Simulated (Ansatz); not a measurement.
L1₂ (Cu3Au-type) Ni3Fe, treated with r²SCAN (plane waves, PAW; Ansatz, a quantum-chemistry and plane-wave program).

Numerical settings: plane-wave cutoff 560 eV, 16×16×16 k mesh, Fermi–Dirac smearing 0.05 eV, spin-polarised with parallel moments, scalar-relativistic PAW data made under PBE.

Pressure at four volumes; x = ln(V/10.853 Å³). One pressure is withheld.

| V (Å³/atom) | x | P (GPa) |
|---|---|---|
| 10.202 | -0.0619 | 15.03 |
| 10.853 | 0.0000 | -0.01 |
| 11.287 | 0.0392 | -7.57 |
| 11.504 | 0.0583 | ? |

Pass a parabola P(x) through the three rows shown, estimate the bulk modulus and its pressure derivative near zero pressure, and predict the withheld pressure.

Slopes between the rows: (-0.01 − (15.03))/(0.0000 − (-0.0619)) = -242.97 and (-7.57 − (-0.01))/(0.0392 − (0.0000)) = -192.86 GPa. Their difference over the span 0.1011 is c = 50.11/0.1011 = 495.6 GPa, so P(x) = 15.03 + (-242.97)(x − (-0.0619)) + 495.6 (x − (-0.0619))(x − (0.0000)). At the middle row B = −dP/dx = −[-242.97 + 495.6 × 0.0619] = 212.3 GPa, and B′ = dB/dP = 2c/B = 4.7. At x = 0.0583 the parabola gives -10.70 GPa; the run gives -10.74 GPa. The Birch–Murnaghan fit to the energies at all volumes has B0 = 211 GPa and B′ = 4.6.
